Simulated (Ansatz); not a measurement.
The parent structure is TiC in the rock salt structure (space group Fm-3m, No. 225; a = 4.293 Å; relaxed with 0.1 eV smearing). Axes: x, y, z lie along the cube axes.

Structures relaxed with plane-wave PAW DFT at the PBEsol level (Ansatz, a quantum-chemistry and plane-wave program, 420 eV), no spin-orbit coupling.

Base:

Simulated powder pattern, Cu Kα1, λ = 1.54056 Å (kinematic, ideal powder, no thermal factors, no anomalous dispersion; the 8 strongest lines at most, above 2 %, up to 2θ = 90°):

```json
[
 {"2θ (°)": "36.21", "I/Imax (%)": "87", "hkl": "(111)"},
 {"2θ (°)": "42.06", "I/Imax (%)": "100", "hkl": "(200)"},
 {"2θ (°)": "60.99", "I/Imax (%)": "57", "hkl": "(220)"},
 {"2θ (°)": "73.03", "I/Imax (%)": "30", "hkl": "(311)"},
 {"2θ (°)": "76.85", "I/Imax (%)": "18", "hkl": "(222)"}
]
```

After one change:

Simulated powder pattern, Cu Kα1, λ = 1.54056 Å (kinematic, ideal powder, no thermal factors, no anomalous dispersion; the 8 strongest lines at most, above 2 %, up to 2θ = 90°):

```
2θ (°)  I/Imax (%)
------  ----------
36.79          100
41.46           42
43.37           72
61.56           44
63.01           20
72.57           12
75.25           22
78.27           20
```

Q: Name the change that was made.
A) biaxial strain −2.89 %, plane normal [001], relaxed out of plane
B) biaxial strain −0.28 %, plane normal [110], relaxed out of plane
C) strain tensor (xx, yy, zz, yz, xz, xy) = (−1.27, −1.07, −1.64, −0.23, +0.72, +0.85) %
D) uniaxial strain ε_yy = +5.21 %

A: A, biaxial strain −2.89 %, plane normal [001], relaxed out of plane. Its volume per atom is 9.46 Å³ against 9.89 Å³, and its space group is I4/mmm (No. 139).

No phonon test of stability was made. The final runs are not spin-polarised.
